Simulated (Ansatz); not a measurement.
Base system: ScAl₃ in the Cu3Au type structure (space group Pm-3m, No. 221; relaxed with 0.1 eV smearing).

```xyz
4
Lattice="4.0725 0.0000 0.0000 0.0000 4.0725 0.0000 0.0000 0.0000 4.0725" Properties=species:S:1:pos:R:3 pbc="T T T"
Sc     0.0000     0.0000     0.0000
Al     0.0000     2.0362     2.0362
Al     2.0362     0.0000     2.0362
Al     2.0362     2.0362     0.0000
```

Cartesian axes are those of the cell as printed.

All numbers come from Ansatz (a quantum-chemistry and plane-wave program) PBEsol, spin-orbit coupling left out.

For the base:

The pressure comes out as 0.0 GPa, the shortest interatomic distance is 2.880 Å and the band gap comes out as zero.

Perturbation: the cell is stretched by 1.80 % along z with no lateral relaxation, atoms relaxed at fixed cell.

### Question
What does the calculation give for the pressure after the change?

### Answer
The pressure (mean of the normal stresses, compression positive) goes from zero to -1.5 GPa.

### Question
Estimate the effect on the energy relative to the base.

### Answer
The energy increases by 3.1 meV/atom.

### Question
How does this affect the shortest interatomic distance?

### Answer
The shortest interatomic distance remains 2.880 Å.

### Question
What does the calculation give for the band gap after the change?

### Answer
The band gap remains zero.

The cells carry an imposed strain or load. No phonon test of stability was made. All final runs are without spin polarisation.
